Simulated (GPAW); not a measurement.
A self-consistent single point of YCo₃B₂ (P6/mmm, 6 atoms in the cell) with GPAW.

Method of the run: LDA (Perdew-Wang 92), GPAW PAW datasets LDA (gpaw-data 1.0.1) (plane waves; GPAW).

The change in words: lattice scaled by 0.98. Reference geometry:
```yaml
crystal:
  lattice:
    - [5.03287, 0.00000, 0.00000]
    - [-2.51643, 4.35859, 0.00000]
    - [0.00000, 0.00000, 2.92939]
  atoms:
    - { symbol: Y, position: [0.00000, 0.00000, 0.00000] }
    - { symbol: Co, position: [0.50000, 0.00000, 0.50000], spin: 3.0 }
    - { symbol: Co, position: [0.50000, 0.50000, 0.50000], spin: 3.0 }
    - { symbol: Co, position: [0.00000, 0.50000, 0.50000], spin: 3.0 }
    - { symbol: B, position: [0.33333, 0.66667, 0.00000] }
    - { symbol: B, position: [0.66667, 0.33333, 0.00000] }
```
(The spins are starting values, not results.)

Reference input (self-consistent single point, DFT LDA (Perdew-Wang 92), plane waves, GPAW PAW datasets LDA (gpaw-data 1.0.1)): spinpol = true; mode = pw; ecut = 950 eV; xc = LDA; kpts = 6 6 9; mesh shift (steps) = 0 0 0; occupations.name = methfessel-paxton; occupations.width = 0.272 eV; occupations.order = 0; nbands = -12; symmetry.symmorphic = false; symmetry.tolerance = 0.0005. This run's input differs from it in these lines:

```diff
@@ -5,5 +5,5 @@
 atoms = Atoms(['Y', 'Co', 'Co', 'Co', 'B', 'B'],
-              cell=[[5.032870, 0.000000, 0.000000],
-                    [-2.516435, 4.358593, 0.000000],
-                    [0.000000, 0.000000, 2.929390]],
+              cell=[[4.932213, 0.000000, 0.000000],
+                    [-2.466106, 4.271421, 0.000000],
+                    [0.000000, 0.000000, 2.870802]],
               scaled_positions=[[0.000000, 0.000000, 0.000000],
```

Output (repeated stretches shortened):

```
     iter     time        total  log10-change:  magmom
                         energy   eigst   dens
iter:   1 --:--:--   -50.050689                   +9.0221
iter:   2 --:--:--   -51.863936   -0.48  -1.30    +5.0562
iter:   3 --:--:--   -52.381151   -1.30  -1.34    +0.4540
iter:   4 --:--:--   -52.047104   -1.72  -1.49    +0.8466
iter:   5 --:--:--   -52.083669   -2.54  -1.73    +0.6791
iter:   6 --:--:--   -52.101120   -2.16  -1.76    +0.3457
iter:   7 --:--:--   -52.126789   -2.64  -2.26    +0.1115
iter:   8 --:--:--   -52.110354   -3.12  -2.33    +0.0211
iter:   9 --:--:--   -52.111141c  -3.84  -2.71    -0.0061
iter:  10 --:--:--   -52.110596c  -4.21  -3.03    -0.0097
iter:  11 --:--:--   -52.110696c  -5.00  -3.30    -0.0080
iter:  12 --:--:--   -52.110621c  -5.71  -3.34    -0.0044
iter:  13 --:--:--   -52.110537c  -6.02  -3.40    -0.0020
iter:  14 --:--:--   -52.110428c  -5.48  -3.47    -0.0001
iter:  15 --:--:--   -52.110427c  -6.43  -4.25c   -0.0000
iter:  16 --:--:--   -52.110432c  -7.14  -4.26c   +0.0001
iter:  17 --:--:--   -52.110432c  -7.54c -4.52c   +0.0000
Converged after 17 iterations.

Dipole moment: (-0.000000, -0.000000, -0.000000) |e|*Ang

Total magnetic moment: (0.000000, 0.000000, 0.000041)
Local magnetic moments:
   0 Y  ( 0.000000,  0.000000, -0.000003)
   1 Co ( 0.000000,  0.000000,  0.000018)
   2 Co ( 0.000000,  0.000000,  0.000018)
   3 Co ( 0.000000,  0.000000,  0.000018)
   4 B  ( 0.000000,  0.000000, -0.000001)
   5 B  ( 0.000000,  0.000000, -0.000001)

Energy contributions relative to reference atoms: (reference = -206827.915103)

Kinetic:        +57.995357
Potential:      -45.729873
External:        +0.000000
XC:             -63.953862
Entropy (-ST):   -0.115868
Local:           -0.364120
SIC:             +0.000000
--------------------------
Free energy:    -52.168366
Extrapolated:   -52.110432

Spin contamination: 0.000014 electrons
Showing only first 2 kpts
   [... lines left out ...]
Fermi level: 11.39885
No gap
   [... lines left out ...]
  0 Y     0.00000   -0.00000    0.00000
  1 Co    0.00000    0.00000    0.00000
  2 Co   -0.00000   -0.00000    0.00000
  3 Co   -0.00000    0.00000    0.00000
  4 B    -0.00000   -0.00000    0.00000
  5 B     0.00000    0.00000    0.00000

Stress tensor:
    -0.017274     0.000000     0.000000
     0.000000    -0.017274     0.000000
     0.000000     0.000000    -0.055584
Stress (GPa, Voigt): [-2.7676 -2.7676 -8.9055  0.      0.      0.    ]
```

The run converged in 17 iterations. GPAW prints stress with tension positive. Against the reference run the free energy drops by 9.3 meV/atom.

At such cutoffs GPAW's stress carries a finite-basis (Pulay) error, which enters relaxed cells too; its log prints stress with tension positive.

The starting cell comes from a database of computed structures (which also holds hypothetical and non-ambient phases and stackings), without a prior relaxation at this level. For this run, on top of that: lattice scaled by 0.98. The starting moments vanished: the run ended non-magnetic, which need not be the lowest state.

Cost on one core of a shared machine: roughly 5 min.
